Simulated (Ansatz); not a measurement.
**Si well of 8 atomic layers along [001] in random Si0.7Ge0.3, interfaces graded over 4 layers**

Prepared with Tersoff's 1989 multicomponent potential (SiCGe.tersoff) in LAMMPS: minimisation. Geometry as solved with PBE, support functions at accuracy medium on the grid of 370 eV (Ansatz, an electronic-structure program).

```xyz
576
Lattice="16.67 0.00 0.00 0.00 16.67 0.00 0.00 0.00 44.19" Properties=species:S:1:pos:R:3 pbc="T T T"
Si     0.02    -0.03     0.01
Ge     1.39     1.41     1.39
Si     2.78     2.80    -0.04
Si     4.11     4.16     1.38
Si     2.79     0.03     2.80
Si     4.13     1.37     4.22
Si    -0.03     2.81     2.80
Si     1.37     4.16     4.18
Ge    -0.04     0.05     5.57
Si     1.37     1.44     6.97
Si     2.74     2.76     5.55
Ge     4.13     4.15     7.00
Ge     2.79     0.04     8.37
Si     4.19     1.43     9.78
Si     0.00     2.79     8.36
Si     1.37     4.17     9.75
Si     0.01     0.02    11.14
Si     1.38     1.42    12.49
Si     2.76     2.79    11.12
Si     4.12     4.20    12.48
Si     2.76     0.06    13.88
Si     4.13     1.39    15.28
Si     0.03     2.80    13.86
Si     1.42     4.15    15.23
Si     0.01     0.00    16.68
Si     1.40     1.39    18.01
Si     2.77     2.78    16.63
Si     4.16     4.18    17.99
Si     2.77     0.00    19.38
Si     4.16     1.39    20.73
Si     0.01     2.77    19.37
Si     1.40     4.16    20.71
Si     0.00     0.00    22.10
Si     1.39     1.39    23.45
Si     2.78     2.78    22.09
Si     4.18     4.16    23.44
Si     2.78     0.00    24.81
Si     4.16     1.40    26.17
Si    -0.01     2.78    24.80
Si     1.38     4.17    26.16
Si     0.00     0.01    27.54
Si     1.39     1.39    28.91
Si     2.74     2.76    27.51
Ge     4.14     4.17    28.91
Si     2.77     0.04    30.30
Si     4.17     1.35    31.69
Si     0.02     2.76    30.27
Ge     1.38     4.21    31.66
Si     0.00    -0.02    33.16
Si     1.38     1.35    34.52
Ge     2.77     2.74    33.09
Ge     4.19     4.19    34.50
Si     2.78    -0.02    35.86
Si     4.20     1.35    37.22
Si     0.01     2.73    35.86
Ge     1.36     4.20    37.22
Si    -0.02    -0.05    38.59
Ge     1.36     1.35    40.03
Ge     2.80     2.75    38.60
Ge     4.20     4.19    40.04
Si     2.79    -0.03    41.42
Si     4.14     1.40    42.78
Si     0.02     2.82    41.42
Si     1.39     4.18    42.79
Si     0.00     5.53    -0.01
Si     1.39     6.90     1.35
Si     2.76     8.28    -0.02
Ge     4.18     9.72     1.34
Si     2.72     5.52     2.76
Ge     4.11     6.95     4.15
Ge     0.00     8.30     2.78
Si     1.40     9.69     4.20
Si     0.01     5.53     5.60
Si     1.37     6.93     6.98
Si     2.73     8.33     5.60
Si     4.15     9.68     6.94
Si     2.73     5.57     8.38
Si     4.14     6.95     9.73
Si     0.03     8.29     8.40
Si     1.38     9.67     9.78
Si     0.01     5.55    11.15
Si     1.39     6.94    12.51
Si     2.78     8.31    11.14
Si     4.13     9.72    12.51
Si     2.77     5.57    13.88
Si     4.14     6.94    15.27
Si     0.01     8.34    13.88
Si     1.38     9.72    15.26
Ge     0.01     5.56    16.63
Si     1.41     6.98    18.02
Si     2.77     8.35    16.64
Si     4.15     9.73    18.01
Si     2.78     5.56    19.36
Si     4.17     6.95    20.72
Si     0.00     8.35    19.37
Si     1.38     9.73    20.73
Si     0.01     5.55    22.07
Si     1.41     6.91    23.42
Si     2.78     8.33    22.07
Si     4.17     9.73    23.42
Si     2.78     5.54    24.80
Si     4.14     6.97    26.14
Ge     0.00     8.33    24.80
Si     1.45     9.72    26.16
Si     0.03     5.59    27.53
Si     1.39     6.98    28.92
Si     2.79     8.34    27.55
Si     4.19     9.70    28.91
Si     2.78     5.63    30.29
Si     4.18     6.97    31.68
Si     0.01     8.32    30.34
Si     1.38     9.70    31.72
Si     0.01     5.60    33.07
Si     1.42     6.95    34.43
Si     2.79     8.34    33.08
Si     4.14     9.72    34.49
Si     2.77     5.62    35.84
Si     4.14     6.96    37.24
Ge     0.01     8.35    35.85
Si     1.42     9.75    37.25
Si    -0.01     5.59    38.67
Si     1.39     6.96    40.02
Si     2.76     8.34    38.64
Si     4.09     9.71    40.03
Si     2.74     5.58    41.42
Si     4.12     6.91    42.81
Si     0.04     8.31    41.43
Si     1.42     9.68    42.79
Ge     0.01    11.08     0.01
Si     1.35    12.52     1.42
Ge     2.74    13.87    -0.03
Ge     4.17    15.32     1.39
Ge     2.76    11.12     2.81
Si     4.19    12.47     4.21
Si    -0.04    13.90     2.76
Ge     1.38    15.28     4.15
Ge     0.02    11.15     5.53
Si     1.40    12.51     6.97
Ge     2.82    13.88     5.60
Si     4.21    15.29     6.99
Ge     2.77    11.09     8.37
Si     4.14    12.54     9.76
Ge     0.02    13.94     8.34
Si     1.39    15.31     9.78
Si     0.03    11.05    11.16
Si     1.38    12.48    12.51
Si     2.73    13.88    11.12
Ge     4.15    15.30    12.50
Si     2.76    11.11    13.89
Si     4.15    12.48    15.27
Si    -0.02    13.86    13.86
Ge     1.39    15.27    15.26
Si     0.01    11.12    16.62
Si     1.39    12.50    18.00
Si     2.79    13.86    16.65
Si     4.15    15.27    18.02
Si     2.77    11.11    19.37
Si     4.17    12.50    20.72
Si     0.00    13.89    19.36
Si     1.38    15.28    20.73
Si     0.00    11.13    22.09
Si     1.39    12.51    23.45
Si     2.77    13.89    22.08
Si     4.16    15.28    23.44
Si     2.79    11.11    24.79
Si     4.16    12.50    26.16
Si     0.00    13.91    24.79
Si     1.38    15.29    26.17
Ge     0.02    11.13    27.51
Si     1.42    12.53    28.89
Si     2.77    13.89    27.50
Ge     4.16    15.29    28.92
Ge     2.78    11.11    30.31
Si     4.17    12.52    31.71
Ge     0.00    13.91    30.27
Ge     1.41    15.30    31.73
Si     0.02    11.08    33.10
Si     1.38    12.49    34.47
Si     2.79    13.86    33.11
Si     4.12    15.29    34.45
Si     2.77    11.12    35.85
Si     4.12    12.52    37.22
Si     0.01    13.88    35.85
Si     1.39    15.27    37.23
Si     0.03    11.13    38.59
Ge     1.41    12.52    40.02
Si     2.79    13.93    38.60
Si     4.16    15.29    40.00
Si     2.78    11.08    41.44
Si     4.18    12.48    42.77
Si     0.00    13.95    41.38
Si     1.37    15.30    42.77
Si     5.54     0.07    -0.02
Si     6.94     1.40     1.35
Si     8.37     2.75     0.04
Si     9.77     4.14     1.37
Ge     8.31    -0.01     2.75
Ge     9.74     1.43     4.16
Ge     5.53     2.76     2.79
Si     6.95     4.13     4.20
Si     5.52    -0.02     5.56
Ge     6.92     1.37     6.96
Si     8.31     2.77     5.56
Ge     9.70     4.14     6.98
Si     8.34    -0.03     8.34
Ge     9.71     1.43     9.72
Si     5.55     2.77     8.40
Si     6.91     4.18     9.74
Si     5.58     0.02    11.10
Si     6.94     1.42    12.45
Si     8.31     2.84    11.12
Si     9.72     4.19    12.49
Ge     8.32     0.04    13.88
Si     9.72     1.43    15.28
Ge     5.54     2.80    13.88
Si     6.96     4.19    15.28
Si     5.48     0.00    16.65
Ge     6.93     1.39    18.01
Si     8.35     2.81    16.63
Si     9.73     4.17    18.01
Si     8.35    -0.02    19.40
Si     9.73     1.39    20.73
Si     5.53     2.81    19.39
Si     6.95     4.17    20.73
Si     5.55     0.00    22.09
Si     6.94     1.39    23.44
Si     8.33     2.78    22.08
Si     9.73     4.16    23.44
Si     8.36     0.03    24.77
Si     9.73     1.39    26.16
Si     5.55     2.77    24.80
Si     6.97     4.13    26.14
Si     5.57     0.04    27.54
Si     6.99     1.37    28.89
Si     8.34     2.77    27.53
Si     9.68     4.13    28.94
Si     8.37     0.01    30.28
Si     9.71     1.38    31.69
Ge     5.59     2.76    30.32
Si     6.97     4.20    31.70
Si     5.50    -0.02    33.08
Ge     6.93     1.39    34.45
Si     8.33     2.79    33.03
Ge     9.73     4.18    34.45
Si     8.32    -0.04    35.83
Ge     9.70     1.38    37.22
Si     5.58     2.78    35.90
Si     6.94     4.17    37.26
Si     5.56     0.00    38.64
Si     6.93     1.40    40.02
Si     8.30     2.78    38.65
Si     9.70     4.10    40.04
Si     8.33     0.07    41.40
Si     9.72     1.40    42.82
Si     5.55     2.73    41.42
Ge     6.92     4.12    42.86
Si     5.46     5.53     0.01
Ge     6.89     6.92     1.38
Ge     8.34     8.36    -0.01
Si     9.72     9.74     1.43
Ge     8.34     5.50     2.78
Ge     9.72     7.00     4.18
Si     5.54     8.34     2.78
Ge     6.94     9.72     4.20
Ge     5.58     5.56     5.57
Si     6.96     6.96     6.99
Si     8.33     8.34     5.64
Si     9.71     9.72     7.00
Si     8.28     5.55     8.36
Ge     9.74     6.90     9.73
Si     5.51     8.30     8.32
Ge     6.89     9.75     9.71
Si     5.50     5.54    11.09
Ge     6.89     6.91    12.54
Ge     8.33     8.35    11.15
Si     9.76     9.75    12.51
Si     8.35     5.54    13.91
Si     9.71     6.92    15.28
Si     5.48     8.33    13.90
Ge     6.91     9.69    15.30
Si     5.55     5.56    16.63
Si     6.94     6.93    18.01
Si     8.35     8.29    16.67
Si     9.70     9.70    18.03
Si     8.34     5.55    19.37
Si     9.72     6.94    20.74
Si     5.56     8.33    19.36
Si     6.94     9.72    20.73
Si     5.55     5.56    22.08
Si     6.93     6.94    23.44
Si     8.33     8.33    22.10
Si     9.73     9.74    23.44
Si     8.32     5.53    24.77
Ge     9.71     6.96    26.17
Si     5.53     8.32    24.78
Ge     6.94     9.73    26.18
Ge     5.60     5.59    27.51
Si     6.98     6.96    28.96
Si     8.34     8.35    27.61
Si     9.75     9.73    28.94
Si     8.35     5.56    30.31
Si     9.72     6.96    31.67
Si     5.57     8.33    30.30
Si     6.96     9.70    31.66
Si     5.55     5.56    33.03
Ge     6.93     6.95    34.45
Si     8.33     8.32    33.02
Ge     9.75     9.71    34.41
Si     8.31     5.55    35.89
Si     9.71     6.95    37.20
Si     5.50     8.33    35.85
Ge     6.93     9.71    37.24
Si     5.55     5.57    38.58
Ge     6.96     6.96    39.96
Si     8.39     8.35    38.60
Si     9.75     9.71    39.98
Ge     8.35     5.54    41.43
Si     9.76     6.96    42.79
Ge     5.51     8.34    41.43
Si     6.93     9.75    42.80
Si     5.58    11.15    -0.04
Si     6.97    12.46     1.38
Ge     8.35    13.89    -0.01
Si     9.76    15.31     1.36
Si     8.34    11.12     2.77
Si     9.69    12.52     4.14
Ge     5.59    13.86     2.81
Si     6.92    15.32     4.20
Si     5.51    11.08     5.60
Ge     6.91    12.49     7.00
Ge     8.34    13.93     5.57
Si     9.75    15.28     7.01
Si     8.37    11.12     8.37
Si     9.74    12.51     9.73
Si     5.53    13.92     8.40
Si     6.95    15.30     9.73
Si     5.47    11.12    11.12
Ge     6.91    12.52    12.47
Si     8.33    13.89    11.06
Ge     9.75    15.23    12.51
Ge     8.36    11.13    13.91
Si     9.74    12.54    15.30
Si     5.51    13.87    13.91
Ge     6.90    15.26    15.30
Si     5.52    11.13    16.67
Si     6.93    12.50    18.02
Si     8.34    13.87    16.68
Si     9.72    15.25    18.04
Si     8.32    11.11    19.37
Si     9.73    12.50    20.72
Si     5.56    13.90    19.37
Si     6.94    15.28    20.74
Si     5.56    11.11    22.07
Si     6.95    12.50    23.43
Si     8.33    13.89    22.08
Si     9.73    15.28    23.43
Si     8.36    11.14    24.79
Si     9.74    12.51    26.18
Si     5.54    13.87    24.78
Ge     6.96    15.28    26.16
Si     5.51    11.12    27.55
Ge     6.95    12.48    28.94
Si     8.37    13.88    27.56
Si     9.73    15.27    28.92
Si     8.36    11.08    30.33
Si     9.73    12.49    31.69
Si     5.54    13.88    30.34
Ge     6.96    15.29    31.70
Ge     5.57    11.10    33.08
Si     6.97    12.54    34.44
Si     8.38    13.88    33.09
Si     9.72    15.26    34.48
Ge     8.36    11.16    35.84
Si     9.77    12.52    37.26
Ge     5.54    13.91    35.84
Si     6.93    15.32    37.24
Ge     5.49    11.13    38.66
Si     6.90    12.53    40.03
Ge     8.31    13.89    38.62
Ge     9.73    15.33    40.03
Ge     8.33    11.11    41.38
Si     9.74    12.49    42.79
Si     5.51    13.89    41.38
Ge     6.91    15.32    42.76
Si    11.12     0.02    -0.01
Si    12.51     1.38     1.39
Si    13.89     2.77     0.06
Si    15.29     4.17     1.39
Si    13.90     0.02     2.78
Si    15.25     1.44     4.15
Si    11.17     2.80     2.75
Si    12.55     4.13     4.15
Ge    11.17     0.01     5.61
Si    12.56     1.43     6.99
Si    13.91     2.79     5.58
Si    15.29     4.16     6.97
Si    13.91     0.02     8.35
Si    15.31     1.38     9.74
Si    11.17     2.79     8.36
Si    12.54     4.14     9.76
Ge    11.17     0.01    11.11
Si    12.59     1.39    12.50
Si    13.94     2.77    11.13
Si    15.30     4.17    12.51
Si    13.91    -0.01    13.88
Ge    15.29     1.41    15.28
Ge    11.15     2.79    13.87
Si    12.53     4.20    15.28
Ge    11.12    -0.01    16.64
Si    12.52     1.41    18.03
Si    13.87     2.82    16.67
Si    15.28     4.15    18.04
Si    13.90     0.00    19.37
Si    15.29     1.39    20.73
Si    11.11     2.78    19.38
Si    12.50     4.17    20.74
Si    11.13     0.00    22.09
Si    12.51     1.39    23.44
Si    13.89     2.78    22.08
Si    15.29     4.17    23.43
Si    13.89     0.00    24.81
Si    15.29     1.39    26.16
Si    11.11     2.77    24.80
Si    12.53     4.14    26.13
Si    11.08    -0.02    27.52
Ge    12.49     1.39    28.90
Si    13.90     2.78    27.49
Ge    15.28     4.18    28.91
Si    13.90    -0.02    30.28
Ge    15.32     1.35    31.68
Si    11.05     2.77    30.31
Ge    12.45     4.21    31.66
Si    11.07     0.00    33.10
Si    12.48     1.33    34.48
Ge    13.85     2.75    33.08
Ge    15.33     4.16    34.46
Si    13.89    -0.02    35.86
Si    15.30     1.34    37.22
Si    11.12     2.73    35.81
Ge    12.50     4.14    37.21
Si    11.14    -0.02    38.58
Ge    12.47     1.37    40.02
Ge    13.97     2.78    38.65
Si    15.33     4.21    40.06
Ge    13.91    -0.06    41.42
Ge    15.31     1.41    42.83
Si    11.07     2.76    41.42
Ge    12.51     4.16    42.81
Si    11.09     5.56    -0.01
Ge    12.51     6.93     1.40
Si    13.94     8.32    -0.01
Si    15.25     9.71     1.40
Si    13.93     5.51     2.80
Si    15.32     6.85     4.17
Si    11.10     8.37     2.75
Ge    12.52     9.75     4.13
Ge    11.15     5.52     5.54
Ge    12.53     6.92     7.02
Ge    13.94     8.28     5.53
Ge    15.33     9.70     6.98
Si    13.94     5.52     8.41
Si    15.31     6.92     9.76
Si    11.09     8.34     8.34
Ge    12.47     9.70     9.78
Si    11.16     5.52    11.13
Si    12.55     6.89    12.48
Si    13.93     8.29    11.14
Si    15.29     9.70    12.51
Si    13.92     5.55    13.88
Si    15.28     6.97    15.23
Ge    11.15     8.31    13.88
Si    12.56     9.73    15.25
Si    11.10     5.54    16.62
Ge    12.51     6.96    18.00
Si    13.94     8.36    16.61
Si    15.30     9.74    17.99
Si    13.92     5.54    19.40
Si    15.29     6.95    20.73
Si    11.09     8.35    19.40
Si    12.51     9.74    20.72
Si    11.12     5.56    22.09
Si    12.51     6.95    23.44
Si    13.89     8.34    22.07
Si    15.26     9.75    23.42
Si    13.90     5.55    24.80
Si    15.26     6.92    26.19
Si    11.14     8.37    24.79
Si    12.51     9.73    26.17
Ge    11.14     5.51    27.59
Si    12.52     6.97    28.96
Si    13.87     8.31    27.53
Ge    15.26     9.70    28.95
Si    13.91     5.62    30.32
Si    15.28     6.97    31.72
Si    11.11     8.34    30.31
Si    12.49     9.72    31.68
Si    11.10     5.63    33.07
Si    12.50     7.00    34.42
Si    13.89     8.37    33.06
Si    15.27     9.74    34.45
Ge    13.90     5.62    35.84
Si    15.30     6.96    37.29
Si    11.12     8.30    35.83
Ge    12.51     9.72    37.23
Ge    11.06     5.53    38.63
Ge    12.53     6.94    40.04
Si    13.92     8.33    38.63
Ge    15.32     9.73    40.02
Si    13.95     5.56    41.44
Si    15.32     6.94    42.81
Si    11.10     8.34    41.40
Ge    12.54     9.71    42.78
Ge    11.13    11.14     0.03
Si    12.56    12.53     1.40
Si    13.89    13.94     0.05
Si    15.28    15.31     1.40
Si    13.93    11.15     2.75
Si    15.26    12.54     4.15
Ge    11.15    13.92     2.79
Si    12.57    15.31     4.18
Ge    11.08    11.15     5.58
Si    12.49    12.57     6.94
Si    13.90    13.91     5.56
Si    15.24    15.30     6.95
Ge    13.86    11.13     8.33
Ge    15.32    12.48     9.78
Si    11.12    13.90     8.36
Si    12.52    15.29     9.68
Si    11.09    11.15    11.16
Si    12.49    12.48    12.55
Ge    13.88    13.92    11.16
Si    15.31    15.31    12.53
Si    13.91    11.10    13.87
Si    15.29    12.49    15.25
Si    11.15    13.86    13.93
Si    12.54    15.26    15.24
Ge    11.13    11.10    16.66
Si    12.55    12.53    18.03
Si    13.92    13.89    16.63
Si    15.28    15.28    18.01
Si    13.91    11.12    19.36
Si    15.29    12.51    20.73
Si    11.13    13.89    19.38
Si    12.51    15.29    20.73
Si    11.12    11.12    22.08
Si    12.49    12.51    23.44
Si    13.90    13.89    22.08
Si    15.28    15.29    23.44
Si    13.88    11.12    24.79
Si    15.28    12.51    26.11
Si    11.11    13.90    24.80
Si    12.47    15.30    26.14
Si    11.11    11.10    27.55
Si    12.47    12.48    28.94
Ge    13.87    13.89    27.53
Si    15.27    15.32    28.89
Si    13.83    11.10    30.31
Ge    15.26    12.47    31.71
Si    11.08    13.86    30.29
Ge    12.49    15.27    31.69
Si    11.14    11.12    33.02
Ge    12.51    12.51    34.47
Si    13.92    13.92    33.11
Si    15.29    15.28    34.50
Si    13.94    11.12    35.85
Si    15.31    12.50    37.22
Si    11.11    13.92    35.88
Si    12.53    15.27    37.24
Si    11.12    11.13    38.64
Si    12.53    12.49    39.98
Si    13.90    13.86    38.60
Si    15.29    15.24    39.96
Si    13.89    11.14    41.37
Ge    15.26    12.56    42.78
Ge    11.16    13.88    41.43
Si    12.51    15.28    42.87
```
